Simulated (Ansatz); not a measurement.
Pair distribution function (Mo-Te) of MoTe2 (2H layers), cell Te48Mo24, started from the crystal [in the run: it stayed crystalline; mean temperature 932 K (target 920 K); density 7.69 g/cm³; under uneven stress (diagonal components 1.6 GPa apart); cell edges -1, +1, +1 % from the start crystal's; Γ point only, which a denser mesh shifts by -0.3 GPa in pressure and 0.08 eV/Å in forces], from MD at 932 K. All values below come from PBE + D3(BJ), large-core Te (plane waves, PAW; Ansatz, a program for electronic structure). Volume per atom 25.26 Å³, mean pressure -0.1 GPa. 

```
r (Å) | g(r)
     1.74 |  0.00
     1.78 |  0.00
     1.82 |  0.00
     1.86 |  0.00
     1.90 |  0.00
     1.94 |  0.00
     1.98 |  0.00
     2.02 |  0.00
     2.06 |  0.00
     2.10 |  0.00
     2.14 |  0.00
     2.18 |  0.00
     2.22 |  0.00
     2.26 |  0.00
     2.30 |  0.00
     2.34 |  0.00
     2.38 |  0.00
     2.42 |  0.02
     2.46 |  0.09
     2.50 | # 0.40
     2.54 | #### 1.31
     2.58 | ########## 3.06
     2.62 | ################## 5.49
     2.66 | ########################## 8.02
     2.70 | ############################# 9.07
     2.74 | ############################## 9.32
     2.78 | ######################### 7.82
     2.82 | #################### 6.09
     2.86 | ############# 4.18
     2.90 | ######## 2.58
     2.94 | ##### 1.47
     2.98 | ## 0.74
     3.02 | # 0.38
     3.06 |  0.14
     3.10 |  0.07
     3.14 |  0.03
     3.18 |  0.01
     3.22 |  0.01
     3.26 |  0.00
     3.30 |  0.00
     3.34 |  0.00
     3.38 |  0.00
     3.42 |  0.00
     3.46 |  0.00
     3.50 |  0.00
     3.54 |  0.00
     3.58 |  0.00
     3.62 |  0.00
     3.66 |  0.00
     3.70 |  0.00
     3.74 |  0.00
     3.78 |  0.00
     3.82 |  0.00
     3.86 |  0.01
     3.90 |  0.01
     3.94 |  0.02
     3.98 |  0.07
     4.02 |  0.15
     4.06 |  0.15
     4.10 | # 0.27
     4.14 | # 0.44
     4.18 | ## 0.55
     4.22 | ### 0.83
     4.26 | #### 1.09
     4.30 | #### 1.35
     4.34 | ##### 1.58
     4.38 | ###### 1.85
     4.42 | ###### 2.00
     4.46 | ####### 2.06
     4.50 | ###### 1.97
     4.54 | ###### 1.78
     4.58 | ##### 1.60
     4.62 | #### 1.40
     4.66 | #### 1.14
     4.70 | ### 0.83
     4.74 | ## 0.59
     4.78 | # 0.44
     4.82 | # 0.29
     4.86 | # 0.24
     4.90 | # 0.19
     4.94 | # 0.21
     4.98 | # 0.24
     5.02 | # 0.34
     5.06 | # 0.41
     5.10 | ## 0.48
     5.14 | # 0.47
     5.18 | ## 0.52
```

Problem. State where the first shell ends and the number of neighbours in it.

Solution. g is nil from 3.2 to 3.9 Å, so any cut there serves; 6.0 Te round each Mo and 3.0 Mo round each Te in the shell, from n = 4πρ∫r²g(r)dr.
